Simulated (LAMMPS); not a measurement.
MD of Fe (bcc) at zero pressure, 1024 atoms, as a liquid; each row is its own run.

Method: classical MD, pair style meam, file MoCoNiVFeAlCr_2nn.meam; code LAMMPS.

```csv
T (K),volume (Å³/atom)
1270,12.773
1450,12.923
1630,13.083
1810,13.245
1990,13.434
2260,13.702
2350,13.797
2900,14.383
```

**Question.** Fit a straight line, y = a + b x, to these rows (x is the first column, y the second) and predict the run at x = 2540.

**Answer.** Least squares gives a = 11.479 and b = 0.0009902. At x = 2540 the fit predicts 13.994 Å³/atom. The run itself gave 13.995 ± 0.003 Å³/atom, so the fit is 0.0071 % low, within the run's error.

Caution (rows 1270; 1450; 1630): this liquid lies under the melting point of about 1780 K that MEAM MoCoNiVFeAlCr_2nn.meam gives, so it is undercooled.

Caution (rows 1810; 2260; 2350): enthalpy drifts during the constant-pressure average: a transition or slow ageing; fluctuation values are void.
